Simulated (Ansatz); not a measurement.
## Pressure series in InAs

Consider InAs in the zinc blende structure (space group F-43m, No. 216; a = 6.026 Å).

Cell and atoms are relaxed at each pressure.

Method: LDA/PAW in Ansatz (a quantum-chemistry and plane-wave program), scalar-relativistic without spin-orbit coupling.

Only one of these has no band gap. Which?
A) pressure 9 GPa
B) pressure 30 GPa
C) pressure 2.1 GPa
D) pressure 15 GPa

C, pressure 2.1 GPa. Computed: pressure 30 GPa: 0.86 eV; pressure 15 GPa: 0.46 eV; pressure 2.1 GPa: zero; pressure 9 GPa: 0.19 eV

A case with no gap was solved on a k-mesh chosen for an insulator, which is coarse for it. Load acts through the strain it causes; cell and atoms are relaxed under it. Stability against distortions was not tested. The final runs are not spin-polarised. Measured, InAs leaves this structure (for rock salt) near 7 GPa (temperature not stated; as listed in Datta, Sujoy, Jana, Debnarayan, arXiv (2020)). A zero or small gap of InAs can be the functional's error rather than a property of the material.
